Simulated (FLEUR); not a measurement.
Input and output of a self-consistent single point for CdAg (R-3m, 2 atoms in the cell) (FLEUR).

Computed with PBEsol, all-electron FLAPW (FLEUR), scalar-relativistic valence run with FLEUR.

```xyz
2
Lattice="1.4751 0.8516 4.6705 -1.4751 0.8516 4.6705 0.0000 -1.7032 4.6705" Properties=species:S:1:pos:R:3 pbc="T T T"
Cd     0.0000     0.0000     7.0058
Ag     0.0000     0.0000     0.0000
```

Reference input (self-consistent single point, DFT, LDA (Perdew-Zunger), all-electron FLAPW (FLEUR), scalar-relativistic valence): Kmax = 4 1/bohr; GmaxXC = 16 1/bohr; xcFunctional = pz; jspins = 1; l_soc = F; mode = hist; fermiSmearingEnergy = 0.00183747 Htr; mesh (inpgen div1-3) = 10 10 10; inpgen gamma flag = true; Gmax = 16 1/bohr; numbands = 0; maxIterBroyd = 40. This run's input differs from it in these lines:

```diff
@@ -14,3 +14,3 @@
 &comp jspins=1 /
-&exco xctyp='pz' /
+&exco xctyp='PBEs' /
 &kpt div1=10 div2=10 div3=10 gamma=t /
@@ -27,3 +27,3 @@
       <coreElectrons ctail="T" frcor="F" kcrel="0" coretail_lmax="0"/>
-      <xcFunctional name="pz" relativisticCorrections="F"/>
+      <xcFunctional name="PBEs" relativisticCorrections="F"/>
       <magnetism jspins="1"/>
```

Output (repeated stretches shortened):

```
 Iteration:     1   Distance:      10.32695029 me/bohr^3
 Iteration:     2   Distance:       8.90892819 me/bohr^3
 Iteration:     3   Distance:       3.81417847 me/bohr^3
 Iteration:     4   Distance:       2.27917871 me/bohr^3
 Iteration:     5   Distance:       1.73345800 me/bohr^3
   [... 7 lines left out ...]
 Iteration:    13   Distance:       0.00016205 me/bohr^3
 Iteration:    14   Distance:       0.00005406 me/bohr^3
 Iteration:    15   Distance:       0.00002702 me/bohr^3
 Iteration:    16   Distance:       0.00000234 me/bohr^3
 Run finished successfully
 Stop message:
   Structural relaxation: Done

[file out, last iteration]
             iter=     17
[...]
          total density-effective poten   -1.7955346691E+04
          total charge density-energy d   -2.9911475582E+02
 Updated energy parameters for spin:           1
[...]
 fermi energy and band-weighting factors:
    0.991058    1.029575    1.076460

[...]
FERMIE:
          first approx. to ef    (T=0)  :   0.347468 htr   (energy of the highest occ. eigenvalue)
          number of occ. states  (T=0)  :       2039
          first approx. to seigv (T=0)  : -19.767824 htr
          sum of weights of occ. states :  17.505000
          sum of semicore charge        :   0.000000 e
FERHIS:  Fermi-Energy by histogram:
          bandgap                     :   0.000812 htr
   [... lines left out ...]
          charge neutrality (T=0)     :   0.010000    (zero if the highest occ. eigenvalue is "entirely" occupied)
     EF_NEWTON:  Adjust Fermi-Energy by Newton-Method.
 Direct bandgap for spin            1 :    1.8709129066161734E-002  Htr
 ---->    free energy=                    -10908.2351404230 htr
   [... lines left out ...]
      extrapolation for T->0
 ---->    total electron energy=          -10908.2350240991 htr
 ***** TOTAL FORCES ON ATOMS *****
 TOTAL FORCE FOR ATOM TYPE=  1  X=  0.000   Y=  0.000   Z= 13.239
                       FX_TOT= 0.000000 FY_TOT= 0.000000 FZ_TOT= 0.000000
 TOTAL FORCE FOR ATOM TYPE=  2  X=  0.000   Y=  0.000   Z=  0.000
                       FX_TOT= 0.000000 FY_TOT= 0.000000 FZ_TOT= 0.000000
 Structural relaxation: Done
```

The run converged in 16 iterations. FLEUR gives forces in its relaxation mode, with a further iteration, so its stop message speaks of a relaxation. 

The starting cell comes from a database of computed structures (which also holds hypothetical and non-ambient phases and stackings), without a prior relaxation at this level. Its lattice was rescaled by a random factor within 2.5 % of one. Values depend on the basis (sphere radii, cutoffs, local orbitals), which need not be converged. The log's line on a gap gives a spacing of levels on this mesh, which the program prints for metals too.

Cost on one core of a shared machine: roughly 5 min.
